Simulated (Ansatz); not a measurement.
Start from Ta in the bcc (W type) structure (space group Im-3m, No. 229).

```xyz
1
Lattice="-1.6524 1.6524 1.6524 1.6524 -1.6524 1.6524 1.6524 1.6524 -1.6524" Properties=species:S:1:pos:R:3 pbc="T T T"
Ta     0.0000     0.0000     0.0000
```

The other end (x = 1) is V in the bcc (W type) structure (space group Im-3m, No. 229): 13.27 Å³/atom, gap zero.

Calculations: r2SCAN/PAW in Ansatz (a program for electronic structure), without spin-orbit coupling.

V replaces a fraction x of Ta; each row is one arrangement (x, atoms in the cell, starting space group or random), fully relaxed.

One change was made to it. Results:

The mixing energy amounts to +0.05 eV/atom (to 0.01 eV only: unlike meshes or grids); the shortest interatomic distance falls by 0.427 Å to 2.435 Å; the band gap stays zero.

Problem. Name the change that was made.
A) x(V) = 0.333, 3 atoms, I4/mmm
B) x(V) = 0.75, 4 atoms, Fm-3m
C) x(V) = 0.5, 4 atoms, Cmme
D) x(V) = 0.25, 4 atoms, P4/mmm
E) x(V) = 0.333, 3 atoms, P-3m1

Solution. C, x(V) = 0.5, 4 atoms, Cmme. For comparison, the shortest interatomic distance in the other runs: x(V) = 0.25, 4 atoms, P4/mmm gives 2.764 Å; x(V) = 0.333, 3 atoms, P-3m1 gives 2.767 Å; x(V) = 0.75, 4 atoms, Fm-3m gives 2.661 Å; x(V) = 0.333, 3 atoms, I4/mmm gives 2.749 Å.

Other magnetic orders, which the real material may have, were not ruled out. These are small ordered cells, not random alloys; other orderings at the same x differ. Stability against distortions was not tested. Seeded moments were not kept for x(V) = 0.5, 4 atoms, Cmme, Ta → V and x(V) = 0.75, 4 atoms, Fm-3m. Spin-polarised in the final run: Ta3V and Ta2V; the other runs are not.
